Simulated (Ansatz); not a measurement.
Given:

```
CELL_PARAMETERS angstrom
     -3.14954     4.52359     2.92796
      3.14954    -4.52359     2.92796
      3.14954     4.52359    -2.92796
ATOMIC_POSITIONS crystal
  Se 0.86960 0.79284 0.66244
  Se 0.36960 0.70716 0.07676
  Se 0.63040 0.29284 0.92324
  Se 0.13040 0.20716 0.33756
  Si 0.75000 0.75000 0.00000
  Si 0.25000 0.25000 0.00000
```

No spin polarisation.

The values are results of DFT with PBEsol, PAW potentials and a 420 eV plane-wave cutoff in Ansatz (a first-principles code), spin-orbit coupling left out, earlier PAW set, not measurements. Settings: 8×8×8 k-points, 0.05 eV Fermi–Dirac smearing.

Problem. Estimate the width of the top valence band.

Solution. 0.78 eV.

Problem. What is the computed space group?

Solution. Ibam (No. 72).

Problem. What pressure (mean of the normal stresses, compression positive) does the calculation give?

Solution. 0.17 GPa.

Problem. Predict the gap character.

Solution. Indirect, F₀ → X.

The cells carry an imposed strain or load. Whether these cells are dynamically stable was not tested. The cell was made from SiSe₂ (space group Ibam, No. 72; made of chains) by this change: uniaxial strain ε_yy = −2.79 %. No dispersion term is included in the PBEsol runs.
